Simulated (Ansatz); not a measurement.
Take CdTe in the zinc blende structure (space group F-43m, No. 216; a = 6.489 Å) as the base.

The values are results of Ansatz (a program for electronic structure), PBEsol, PAW, cutoff 420 eV, no spin-orbit coupling, not measurements.

Before the change:

| Item | Value |
|---|---|
| Electron mass | 0.055 mₑ (at Γ) |
| Shortest interatomic distance | 2.810 Å |
| Density | 5.84 g/cm³ |

Now apply this change: hydrostatic tension (pressure −2 GPa).

**Question.** What happens to the electron mass?

**Answer.** The electron mass goes from 0.055 mₑ (at Γ) to 0.044 mₑ (at Γ).

**Question.** What does the calculation give for the shortest interatomic distance after the change?

**Answer.** The shortest interatomic distance increases by 0.053 Å to 2.863 Å.

**Question.** How does this affect the density?

**Answer.** The density falls by 0.32 g/cm³ (5.84 g/cm³ → 5.52 g/cm³).

With Te present, leaving out spin-orbit coupling can change the band edges. The levels and masses belong to the bands next to the band gap. Load acts through the strain it causes; cell and atoms are relaxed under it. Masses are band curvatures over ±0.01 Å⁻¹ around the edge. Whether these cells are dynamically stable was not tested.
